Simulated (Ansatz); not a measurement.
## MgO: response to strain

Consider MgO in the rock salt structure (space group Fm-3m, No. 225; a = 4.204 Å). Axes: x, y, z lie along the cube axes.

Strains are applied to the cell and any free atomic positions relax; under biaxial strain the out-of-plane vector relaxes too.

Level of theory: r2SCAN (Ansatz, a quantum-chemistry and plane-wave program), without spin-orbit coupling.

Notes on the quantities. pressure: mean of the normal stresses, compression positive; energy relative to the base: free energy F.

```json
[
 {"variant": "base", "shortest interatomic distance": "2.102 Å", "pressure": "0.00 GPa", "energy relative to the base": "0 meV/atom"},
 {"variant": "biaxial strain +0.42 %, plane normal [111], relaxed out of plane", "shortest interatomic distance": "2.107 Å", "pressure": "-1.15 GPa", "energy relative to the base": "+0.4 meV/atom"},
 {"variant": "biaxial strain +0.83 %, plane normal [111], relaxed out of plane", "shortest interatomic distance": "2.112 Å", "pressure": "-2.23 GPa", "energy relative to the base": "+1.6 meV/atom"},
 {"variant": "biaxial strain +1.25 %, plane normal [111], relaxed out of plane", "shortest interatomic distance": "2.117 Å", "pressure": "-3.30 GPa", "energy relative to the base": "+3.7 meV/atom"},
 {"variant": "biaxial strain +1.67 %, plane normal [111], relaxed out of plane", "shortest interatomic distance": "2.122 Å", "pressure": "-4.34 GPa", "energy relative to the base": "+6.5 meV/atom"},
 {"variant": "biaxial strain +2.08 %, plane normal [111], relaxed out of plane", "shortest interatomic distance": "2.127 Å", "pressure": "-5.31 GPa", "energy relative to the base": "+10 meV/atom"},
 {"variant": "biaxial strain +2.50 %, plane normal [111], relaxed out of plane", "shortest interatomic distance": "2.132 Å", "pressure": "-6.28 GPa", "energy relative to the base": "+14 meV/atom"}
]
```

Whether these cells are dynamically stable was not tested.
